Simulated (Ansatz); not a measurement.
Take Pb in the fcc (Cu type) structure (space group Fm-3m, No. 225; a = 4.934 Å; relaxed with 0.1 eV smearing) as the base.

Structures relaxed with plane-wave PAW DFT at the PBEsol level (Ansatz, a first-principles code, 420 eV), no spin-orbit coupling.

Base:

Simulated powder pattern, Cu Kα, λ = 1.54184 Å (kinematic, ideal powder, no thermal factors, no anomalous dispersion; the 8 strongest lines at most, above 2 %, up to 2θ = 90°):

```csv
2θ (°),I/Imax (%),hkl
31.40,100,(111)
36.42,51,(200)
52.45,37,(220)
62.42,44,(311)
65.54,13,(222)
77.36,6.1,(400)
85.85,19,(331)
88.65,18,(420)
```

After one change:

Simulated powder pattern, Cu Kα, λ = 1.54184 Å (kinematic, ideal powder, no thermal factors, no anomalous dispersion; the 8 strongest lines at most, above 2 %, up to 2θ = 90°):

| 2θ (°) | I/Imax (%) |
|---|---|
| 32.06 | 100 |
| 37.19 | 51 |
| 53.61 | 36 |
| 63.84 | 44 |
| 67.05 | 13 |
| 79.24 | 6.1 |
| 88.05 | 19 |

### Question
What was done to the base?
A. isotropic strain +0.50 %
B. isotropic strain −2.00 %
C. isotropic strain +3.00 %
D. isotropic strain +1.00 %

### Answer
B, isotropic strain −2.00 %. Its volume per atom is 28.27 Å³ against 30.03 Å³, and its space group is Fm-3m (No. 225).

Stability against distortions was not tested.
